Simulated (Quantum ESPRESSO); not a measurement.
How far to go with the plane-wave cutoff: CuAu (P4mm, 2 atoms in the cell)

```
CuAu
1.0
    2.81400     0.00000     0.00000
    0.00000     2.81400     0.00000
    0.00000     0.00000     3.68835
Cu Au
1 1
Direct
  0.00000   0.00000   0.01356
  0.50000   0.50000   0.50000
```

Method of the run: PBEsol, GBRV 1.5 ultrasoft (PBESOL) pseudopotentials (plane waves; Quantum ESPRESSO).

Base settings: ecutwfc = 50 Ry; ecutrho = 400 Ry; occupations = smearing; smearing = fd; degauss = 0.0073499 Ry; potentials = {Cu: cu_pbesol_v1.2.uspp.F.UPF, Au: au_pbesol_v1.uspp.F.UPF}; K_POINTS = automatic 4 4 3 0 0 0; conv_thr = 1e-09 Ry.

Moved along: ecutrho.

The second cell is the first with its lattice scaled by 0.98.

The mesh stays at the base's, so the ladder's end is converged at best in this setting alone.

Only quantities that move along the ladder and can be compared are tabulated.

The count of work is k-points × plane waves × bands × iterations; it is no time. 

The starting cell has typed, rounded lattice constants, without a prior relaxation at this level. Its lattice was rescaled by up to half a per cent. One atom was moved a little off its site on purpose. Spin polarisation is off. In the base run, with a pressure of about -4 GPa the cell is away from its equilibrium volume at this level. Without a gap this mesh is coarse (it stands for a supercell whose shortest vector is 11 Å).

Steps (ecutwfc): 17.5 Ry; 20 Ry; 22 Ry; 25 Ry; 28 Ry; 30 Ry; 35 Ry; 40 Ry; 45 Ry; 50 Ry; 55 Ry; 60 Ry; 68 Ry; 75 Ry; 88 Ry; 100 Ry; 120 Ry.

Question: What is the coarsest ecutwfc that holds the pressure within 0.1 GPa of the last step, with all finer ones?

Answer: 88 Ry; the step before is off by 0.25 GPa.

Question: What is the coarsest ecutwfc that holds the forces within 0.02 eV/Å of the last step, with all finer ones?

Answer: 25 Ry, at 0.076 of the last step's count of work; the step before is off by 0.042 eV/Å.

Question: What is the coarsest ecutwfc that holds the free energy within 5 meV/atom?

Answer: Not settled: the last two steps still differ by 3.0 meV/atom, over half the tolerance, so the ladder does not show it.

| ecutwfc | free energy less the last step's (meV/atom) | energy of the compressed cell less the first (meV/atom) | pressure (GPa) | largest difference of a force vector from the last step's (eV/Å) | count of work / last |
|---|---|---|---|---|---|
| 17.5 Ry | 57133.20 | 76.87 | -2639.34 | 0.947 | 0.075 |
| 20 Ry | 23065.61 | 76.72 | -1221.10 | 0.088 | 0.081 |
| 22 Ry | 11101.36 | 240.06 | -650.10 | 0.042 | 0.076 |
| 25 Ry | 3703.21 | -55.98 | -255.36 | 0.007 | 0.076 |
| 28 Ry | 1188.98 | -11.40 | -99.16 | 0.012 | 0.11 |
| 30 Ry | 525.73 | 1.33 | -50.63 | 0.007 | 0.11 |
| 35 Ry | 70.31 | 10.96 | -8.76 | 0.004 | 0.13 |
| 40 Ry | 36.48 | 10.76 | -3.23 | 0.002 | 0.18 |
| 45 Ry | 32.47 | 10.49 | -3.71 | 0.002 | 0.18 |
| 50 Ry | 23.50 | 10.53 | -3.70 | 0.001 | 0.26 |
| 55 Ry | 17.75 | 10.44 | -3.46 | 0.000 | 0.31 |
| 60 Ry | 16.00 | 10.48 | -3.16 | 0.000 | 0.33 |
| 68 Ry | 14.03 | 10.44 | -3.43 | 0.000 | 0.40 |
| 75 Ry | 9.82 | 10.47 | -3.55 | 0.000 | 0.50 |
| 88 Ry | 4.11 | 10.49 | -3.31 | 0.000 | 0.63 |
| 100 Ry | 3.00 | 10.50 | -3.25 | 0.000 | 0.76 |
| 120 Ry | 0.00 | 10.49 | -3.30 | 0.000 | 1.0 |

Two neighbours can agree and both be off: 17.5 Ry and 20 Ry differ by 0.15 meV/atom in the energy of the compressed cell less the first, yet lie about 66 meV/atom from the last step.

At the lowest cutoff the pressure lies 2640 GPa under the last step's, the usual sign of Pulay stress in an incomplete plane-wave basis.
